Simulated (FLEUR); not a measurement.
FLEUR run on LuBi₂ClO₄ (P4/mmm, 8 atoms in the cell): self-consistent single point.

Computed with LDA (Perdew-Zunger), all-electron FLAPW (FLEUR), scalar-relativistic valence in FLEUR.

The change in words: lattice scaled by 0.98. Reference geometry:
```xyz
8
Lattice="3.8571 0.0000 0.0000 0.0000 3.8571 0.0000 0.0000 0.0000 9.0152" Properties=species:S:1:pos:R:3 pbc="T T T"
Lu     0.0000     0.0000     0.0000
Bi     1.9286     1.9286     2.4856
Bi     1.9286     1.9286     6.5296
Cl     0.0000     0.0000     4.5076
O      1.9286     0.0000     7.6771
O      1.9286     0.0000     1.3381
O      0.0000     1.9286     7.6771
O      0.0000     1.9286     1.3381
```

Reference input (self-consistent single point, DFT, LDA (Perdew-Zunger), all-electron FLAPW (FLEUR), scalar-relativistic valence): Kmax = 4.2 1/bohr; GmaxXC = 14.7 1/bohr; xcFunctional = pz; jspins = 1; l_soc = F; mode = hist; fermiSmearingEnergy = 0.0001 Htr; mesh (inpgen div1-3) = 7 7 3; inpgen gamma flag = false; Gmax = 14.7 1/bohr; numbands = 0; maxIterBroyd = 15. This run's input differs from it in these lines:

```diff
@@ -3,5 +3,5 @@
 &input film=f /
-3.8571500000 0.0000000000 0.0000000000
-0.0000000000 3.8571500000 0.0000000000
-0.0000000000 0.0000000000 9.0152400000
+3.7800070000 0.0000000000 0.0000000000
+0.0000000000 3.7800070000 0.0000000000
+0.0000000000 0.0000000000 8.8349350000
 1.8897261246
@@ -50,5 +50,5 @@
          <bravaisMatrix>
-            <row-1>    7.2889571215008893     0.0000000000000000     0.0000000000000000</row-1>
-            <row-2>    0.0000000000000000     7.2889571215008893     0.0000000000000000</row-2>
-            <row-3>    0.0000000000000000     0.0000000000000000    17.0363345475389032</row-3>
+            <row-1>    7.1431779790708712     0.0000000000000000     0.0000000000000000</row-1>
+            <row-2>    0.0000000000000000     7.1431779790708712     0.0000000000000000</row-2>
+            <row-3>    0.0000000000000000     0.0000000000000000    16.6956074786428985</row-3>
          </bravaisMatrix>
```

The program printed (abridged):

```
 Iteration:     1   Distance:      22.72307450 me/bohr^3
 Iteration:     2   Distance:      18.97513297 me/bohr^3
 Iteration:     3   Distance:       8.06181171 me/bohr^3
 Iteration:     4   Distance:       8.44316450 me/bohr^3
 Iteration:     5   Distance:       3.45558553 me/bohr^3
   [... 13 lines left out ...]
 Iteration:    19   Distance:       0.00012068 me/bohr^3
 Iteration:    20   Distance:       0.00004394 me/bohr^3
 Iteration:    21   Distance:       0.00003077 me/bohr^3
 Iteration:    22   Distance:       0.00000744 me/bohr^3
 Reset of history
 Run finished successfully
 Stop message:
   Structural relaxation: new displacements generated

[file out, last iteration]
             iter=     23
[...]
          total density-effective poten   -1.0347843401E+05
          total charge density-energy d   -1.1270429445E+03
 Updated energy parameters for spin:           1
[...]
 fermi energy and band-weighting factors:
    0.838521    0.867082

[...]
FERMIE:
          first approx. to ef    (T=0)  :   0.269384 htr   (energy of the highest occ. eigenvalue)
          number of occ. states  (T=0)  :        860
          first approx. to seigv (T=0)  : -13.181088 htr
          sum of weights of occ. states :  43.000000
          sum of semicore charge        :   0.000000 e
FERHIS:  Fermi-Energy by histogram:
          bandgap                     :   0.053949 htr
   [... lines left out ...]
          charge neutrality (T=0)     :   0.000000    (zero if the highest occ. eigenvalue is "entirely" occupied)
 Direct bandgap for spin            1 :    5.9202550817102351E-002  Htr
 ---->    free energy=                    -58472.1563951393 htr
   [... lines left out ...]
 TOTAL FORCE FOR ATOM TYPE=  2  X=  3.572   Y=  3.572   Z=  4.603
                       FX_TOT= 0.000000 FY_TOT= 0.000000 FZ_TOT= 0.004062
 TOTAL FORCE FOR ATOM TYPE=  3  X=  0.000   Y=  0.000   Z=  8.348
                       FX_TOT= 0.000000 FY_TOT= 0.000000 FZ_TOT= 0.000000
 TOTAL FORCE FOR ATOM TYPE=  4  X=  3.572   Y=  0.000   Z= -2.478
                       FX_TOT= 0.000000 FY_TOT= 0.000000 FZ_TOT=-0.002102
```

The run converged in 22 iterations. FLEUR gives forces in its relaxation mode, with a further iteration, so its stop message speaks of a relaxation. Against the reference run the free energy drops by 21.6 meV/atom, the largest force goes from 0.757 to 0.209 eV/Å and the gap on the mesh goes from 1.320 to 1.468 eV.

The starting cell comes from a database of computed structures (which also holds hypothetical and non-ambient phases and stackings), without a prior relaxation at this level. For this run, on top of that: lattice scaled by 0.98. Spin-orbit coupling is off. Values depend on the basis (sphere radii, cutoffs, local orbitals), which need not be converged.

Cost on one core of a shared machine: roughly 9 min.
